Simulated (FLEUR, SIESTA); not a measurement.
A SIESTA input for a self-consistent single point of Ti3Os (Fm-3m, 4 atoms in the cell) (DFT, GGA PBEsol, numerical atomic orbitals TZP, PseudoDojo PBEsol standard norm-conserving potentials (rewritten from UPF to PSML)):

```
# files in the folder: Ti.psml Os.psml (PseudoDojo PBEsol standard)
SystemName  Ti3Os
SystemLabel siesta

NumberOfAtoms                4
NumberOfSpecies              2
%block ChemicalSpeciesLabel
  1 22 Ti
  2 76 Os
%endblock ChemicalSpeciesLabel
LatticeConstant              1.0 Bohr
%block LatticeVectors
     0.000000000    5.969588136    5.969588136
     5.969588136    0.000000000    5.969588136
     5.969588136    5.969588136    0.000000000
%endblock LatticeVectors
AtomicCoordinatesFormat      Ang
%block AtomicCoordinatesAndAtomicSpecies
     1.579485000    1.579485000    1.579485000  1
     4.738455000    4.738455000    4.738455000  1
     3.158970000    3.158970000    3.158970000  1
     0.000000000    0.000000000    0.000000000  2
%endblock AtomicCoordinatesAndAtomicSpecies

XC.functional                GGA
XC.authors                   PBEsol
PAO.BasisSize                TZP
PAO.EnergyShift              0.005 Ry
MeshCutoff                   350 Ry
%block kgrid.MonkhorstPack
    8   0   0  0.0
    0   8   0  0.0
    0   0   8  0.0
%endblock kgrid.MonkhorstPack
OccupationFunction           MP
OccupationMPOrder            0
ElectronicTemperature        272.0 meV
Spin                         polarized
%block DM.InitSpin
  1 +1.00
  2 +1.00
  3 +1.00
  4 +1.00
%endblock DM.InitSpin

MaxSCFIterations             150
SCF.Mixer.Method             Pulay
SCF.Mixer.Weight             0.1
SCF.Mixer.History            8
SCF.DM.Tolerance             1.0E-04
Diag.ParallelOverK           true
WriteForces                  true
Charge.Mulliken              end
```

Question: Give the FLEUR input for the same structure, mesh, smearing and functional.

Answer: One input that does it (others would too):

Input of the input generator:

```
scf Ti3Os
&input film=f /
-0.0000000000 3.1589700000 3.1589700000
3.1589700000 -0.0000000000 3.1589700000
3.1589700000 3.1589700000 -0.0000000000
1.8897261246
1.0 1.0 1.0

4
22 0.2500000000 0.2500000000 0.2500000000 : 1.00
22 0.7500000000 0.7500000000 0.7500000000 : 1.00
22 0.5000000000 0.5000000000 0.5000000000 : 1.00
76 0.0000000000 0.0000000000 0.0000000000 : 1.00

&comp jspins=2 /
&exco xctyp='PBEs' /
&kpt div1=8 div2=8 div3=8 gamma=t /
&end /
```

```xml
<?xml version="1.0" encoding="UTF-8" standalone="no"?>
<fleurInput fleurInputVersion="0.39">
   <comment>
      scf Ti3Os                                                                                           
   </comment>
   <calculationSetup>
      <cutoffs Kmax="4.2" Gmax="14.7" GmaxXC="14.7" numbands="0"/>
      <scfLoop itmax="100" minDistance="0.00001" maxIterBroyd="40" imix="Anderson" alpha="0.05" precondParam="0.0" spinf="2.0"/>
      <coreElectrons ctail="T" frcor="F" kcrel="0" coretail_lmax="0"/>
      <xcFunctional name="PBEs" relativisticCorrections="F"/>
      <magnetism jspins="2"/>
      <soc l_soc="F" theta="0.0" phi="0.0" spav="F"/>
      <expertModes spex="0" secvar="F"/>
      <geometryOptimization l_f="T" forcealpha="1.0" forcemix="BFGS" epsdisp="0.00001" epsforce="0.00001"/>
      <ldaU l_linMix="F" mixParam="0.05" spinf="1.0"/>
   </calculationSetup>
   <cell>
      <bzIntegration valenceElectrons="50.0" mode="gauss" fermiSmearingEnergy="0.00999582">
         <kPointListSelection listName="default-1"/>
         <!-- k-points included here -->
         <xi:include xmlns:xi="http://www.w3.org/2001/XInclude" href="kpts.xml"> </xi:include>
      </bzIntegration>
      <!-- symmetry operations included here -->
      <xi:include xmlns:xi="http://www.w3.org/2001/XInclude" href="sym.xml"> </xi:include>
      <bulkLattice scale="1.0">
         <bravaisMatrix>
            <row-1>    0.0000000000000000     5.9695881358276619     5.9695881358276619</row-1>
            <row-2>    5.9695881358276619     0.0000000000000000     5.9695881358276619</row-2>
            <row-3>    5.9695881358276619     5.9695881358276619     0.0000000000000000</row-3>
         </bravaisMatrix>
      </bulkLattice>
   </cell>
   <atomSpecies>
      <species name="Titanium (1.000" element="Ti" atomicNumber="22">
         <mtSphere radius="2.41" gridPoints="833" logIncrement="0.015"/>
         <atomicCutoffs lmax="10" lnonsphr="8"/>
         <electronConfig flipSpins="F">
            <coreConfig>(1s1/2) (2s1/2) (2p1/2) (2p3/2)</coreConfig>
            <valenceConfig>(3s1/2) (3p1/2) (3p3/2) (4s1/2) (3d3/2) (3d5/2)</valenceConfig>
            <stateOccupation state="(3d3/2)" spinUp="0.4" spinDown="0.4"/>
            <stateOccupation state="(3d5/2)" spinUp="1.1" spinDown="0.1"/>
         </electronConfig>
         <energyParameters s="4" p="4" d="3" f="4"/>
         <lo type="SCLO" l="0" n="3" eDeriv="0"/>
         <lo type="SCLO" l="1" n="3" eDeriv="0"/>
      </species>
      <species name="Osmium (Os1.000" element="Os" atomicNumber="76">
         <mtSphere radius="2.41" gridPoints="833" logIncrement="0.016"/>
         <atomicCutoffs lmax="10" lnonsphr="8"/>
         <electronConfig flipSpins="F">
            <coreConfig>(1s1/2) (2s1/2) (2p1/2) (2p3/2) (3s1/2) (3p1/2) (3p3/2) (4s1/2) (3d3/2) (3d5/2) (4p1/2) (4p3/2) (5s1/2) (4d3/2) (4d5/2) (4f5/2) (4f7/2)</coreConfig>
            <valenceConfig>(5p1/2) (5p3/2) (6s1/2) (5d3/2) (5d5/2)</valenceConfig>
            <stateOccupation state="(5d3/2)" spinUp="1.2" spinDown="1.2"/>
            <stateOccupation state="(5d5/2)" spinUp="2.3" spinDown="1.3"/>
         </electronConfig>
         <energyParameters s="6" p="6" d="5" f="5"/>
         <lo type="SCLO" l="1" n="5" eDeriv="0"/>
      </species>
   </atomSpecies>
   <atomGroups>
      <atomGroup species="Titanium (1.000">
         <relPos label="                   1">1.000/4.000 1.000/4.000 1.000/4.000</relPos>
         <relPos label="                   2">-1.000/4.000 -1.000/4.000 -1.000/4.000</relPos>
         <force calculate="T" relaxXYZ="TTT"/>
      </atomGroup>
      <atomGroup species="Titanium (1.000">
         <relPos label="                   3">1.000/2.000 1.000/2.000 1.000/2.000</relPos>
         <force calculate="T" relaxXYZ="TTT"/>
      </atomGroup>
      <atomGroup species="Osmium (Os1.000">
         <relPos label="                   4">.0000000000 .0000000000 .0000000000</relPos>
         <force calculate="T" relaxXYZ="TTT"/>
      </atomGroup>
   </atomGroups>
   <output dos="F" band="F" slice="F">
      <checks vchk="F" cdinf="F"/>
      <bandDOS minEnergy="-.5*Htr" maxEnergy="0.5*Htr" sigma="0.015" storeEVData="T"/>
      <vacuumDOS vacdos="F" integ="F" star="F" nstars="0" locx1="0.0" locy1="0.0" locx2="0.0" locy2="0.0" nstm="0" tworkf="0.0"/>
      <unfoldingBand unfoldBand="F" supercellX="1" supercellY="1" supercellZ="1"/>
      <plotting iplot="0" polar="F">
         <plot TwoD="T" vec1="  1.0  0.0  0.0" vec2="  0.0  1.0  0.0" vec3="  0.0  0.0  1.0" zero="  0.0  0.0  0.0" file="plot"/>
      </plotting>
      <chargeDensitySlicing numkpt="0" minEigenval="0.0" maxEigenval="0.0" nnne="0" pallst="F"/>
      <specialOutput eonly="F"/>
      <magneticCircularDichroism mcd="F" energyLo="-10.0" energyUp="0.0"/>
   </output>
  <!-- We include the file relax.xml here to enable relaxations (see documentation) -->
  <xi:include xmlns:xi="http://www.w3.org/2001/XInclude" href="relax.xml"> <xi:fallback/> </xi:include>
</fleurInput>
```

Basis settings and potentials, where a program has them, do not carry over. This input uses DFT, PBEsol, all-electron FLAPW (FLEUR), scalar-relativistic valence. Both were run: size of the net moment 0.31 μB/atom in SIESTA and 0.24 in FLEUR.

On SIESTA: the starting cell comes from a database of computed structures (which also holds hypothetical and non-ambient phases and stackings), without a prior relaxation at this level. Spin-orbit coupling is off. With one magnetic atom in the cell only a parallel order is possible. Values carry the incompleteness of an atom-centred basis. With a pressure of about -8 GPa the cell is away from its equilibrium volume at this level.

On FLEUR: the starting cell comes from a database of computed structures (which also holds hypothetical and non-ambient phases and stackings), without a prior relaxation at this level. Spin-orbit coupling is off. With one magnetic atom in the cell only a parallel order is possible. Values depend on the basis (sphere radii, cutoffs, local orbitals), which need not be converged.
